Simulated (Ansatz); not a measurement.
TiO2 (I4₁/amd, No. 141, 6 atoms in the cell; start mp-34688; metastable phase) was calculated with r²SCAN (Ansatz, a first-principles code, PAW).

Settings: plane-wave cutoff 560 eV, 10×10×8 k mesh (along the axes of the cell as run), Fermi–Dirac smearing 0.01 eV, no spin polarisation, scalar-relativistic PAW data made under PBE.

Cell (relaxed at this level):

```cif
data_O4Ti2
_chemical_formula_sum 'Ti2 O4'
_space_group_name_H-M_alt 'P 1'
_space_group_IT_number 1
_cell_length_a 3.77774
_cell_length_b 3.77774
_cell_length_c 5.48629
_cell_angle_alpha 110.138
_cell_angle_beta 110.138
_cell_angle_gamma 90.000
loop_
_space_group_symop_operation_xyz
  'x, y, z'
loop_
_atom_site_label
_atom_site_type_symbol
_atom_site_fract_x
_atom_site_fract_y
_atom_site_fract_z
_atom_site_occupancy
Ti1 Ti 0.12499 0.87501 0.25000 1
Ti2 Ti 0.87501 0.12499 0.75000 1
O1 O 0.33227 0.08226 0.66454 1
O2 O 0.66773 0.91774 0.33546 1
O3 O 0.91774 0.66773 0.83546 1
O4 O 0.08226 0.33227 0.16454 1
```

Question: Estimate the band gap, smallest direct gap on the k points sampled and Γ–Γ gap that the calculation returns.

Answer: 
band gap: 2.53 eV (indirect)
smallest direct gap on the k points sampled: 2.87 eV
Γ–Γ gap: 3.00 eV

Static lattice: no zero-point or thermal effects.

Cost on a shared machine: around 40 core-seconds (rough).

A start named mp-… is a Materials Project structure, which need not be a measured phase.
